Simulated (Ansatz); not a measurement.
La$_{2}$S$_{3}$ (space group P-3m1, No. 164; a hypothetical phase, not in the database extracts checked)

Space group P-3m1 (No. 164); a = 4.6536 Å, b = 4.6536 Å, c = 7.1682 Å, α = 90.00°, β = 90.00°, γ = 120.00°

```tsv
atom	site	symmetry	x	y	z
La	2d	3m.	0.3333	0.6667	0.2404
S	1a	-3m.	0.0000	0.0000	0.0000
S	2d	3m.	0.6667	0.3333	0.3526
```

The values are results of PBE (Ansatz, an electronic-structure program), scalar-relativistic without spin-orbit coupling, not measurements. Settings: 8×8×5 k-points, 0.05 eV Fermi–Dirac smearing.

| Quantity | Result |
|---|---|
| Volume per atom | 26.89 Å³ |
| Density | 4.62 g/cm³ |
| Band gap | 2.26 eV, indirect, Γ → M |
| Hole mass | 0.39 mₑ along c, 0.60 mₑ across |
| Total energy | -3043.433 eV/atom (σ→0; compares only within this code and set-up) |

Masses are band curvatures over ±0.01 Å⁻¹ around the edge. Stability against distortions was not tested.
